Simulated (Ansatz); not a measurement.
An Ansatz (a quantum-chemistry and plane-wave program) run: Si; Ansatz, PBEsol, PAW, cutoff 420 eV, scalar-relativistic without spin-orbit coupling.

Input:

Ansatz 0.2 input:
```yaml
crystal:
  lattice:
    - [0, 2.7168804604, 2.7168804604]
    - [2.7168804604, 0, 2.7168804604]
    - [2.7168804604, 2.7168804604, 0]
  atoms:
    - { symbol: Si, position: [0, 0, 0] }
    - { symbol: Si, position: [0.25, 0.25, 0.25] }
basis: { ecutwfc: 420, ecutrho_ratio: 4, xc_grid: 2, fft_grid_basis: typed }
kpoints: { mp_grid: { grid: [11, 11, 11] } }
hamiltonian:
  xc: pbesol
  dispersion: none
  pseudopotentials: { kind: paw }
scf: { occupations: { method: fermi_dirac, width: 0.05 }, convergence: { dr2_threshold: 0.0000000002 } }
output: { forces: true, stress: true }
checkpoint: { write: state.ck, write_every: 1000 }
```

Output (explanatory and most iteration lines left out):

```
Pseudopotential: Si, paw, valence charge 4
Crystal: 2 atoms, lattice volume = 40.109 Å³
Basis set: ecut = 420 eV, 749 PW (Γ), exchange–correlation on 54×54×54 points (8 copies of the dense FFT grid, shifted against one another)
Bands: 8, of which v1, the nominal top of the filled ones, is band 4 counted from 1 (3 counted from 0)
Symmetry: 48 space group operations
Space group: Fd-3m (ITA 227), of the structure as read, at distance tolerance 3.4e-5 Å
k-points: 56 of 1331
Functional: x = pbesol(κ = 0.804, μ = 0.12345679012345678), c = pbesol(β = 0.046)
SCF iter   1: F=—  HF=-1242.985279 eV  |F-HF|=—  |Δ(HF+E_count)|=         —  Δρ=2.91e-3  dr2=3.82e-3  ethr=1.77e-3  ⟨swp⟩=5.9  Hψ=3954  notcnv=0
SCF iter   2: F=—  HF=-1242.984788 eV  |F-HF|=—  |Δ(HF+E_count)|=   4.91e-4  Δρ=1.11e-3  dr2=4.65e-4  ethr=4.77e-5  ⟨swp⟩=2.1  Hψ=1041  notcnv=0
SCF 1 converged in 6 iterations: F = -1242.984776 eV  dr2 = 3.02e-11
SCF converged after 6 iterations
Free energy (F): -1242.984776 eV
Internal energy: -1242.984729 eV  (E = F + TS)
E sigma→0 (E₀):  -1242.984753 eV
Entropy (-TS):   -0.000046 eV (-0.023 meV/atom)
Fermi energy:    6.388943 eV
--- Forces (eV/Å), atoms counted from 1 ---
  atom   1  Si     0.00000000    -0.00000000     0.00000000
  atom   2  Si     0.00000000     0.00000000     0.00000000
--- Stress (GPa, compression-positive) ---
       -0.005568      -0.000000       0.000000
        0.000000      -0.005568       0.000000
        0.000000      -0.000000      -0.005568
  P = ⅓ Tr σ = -0.0056 GPa (-0.056 kbar)
```

No phonon test of stability was made. The cell is Si in the diamond structure (space group Fd-3m, No. 227).
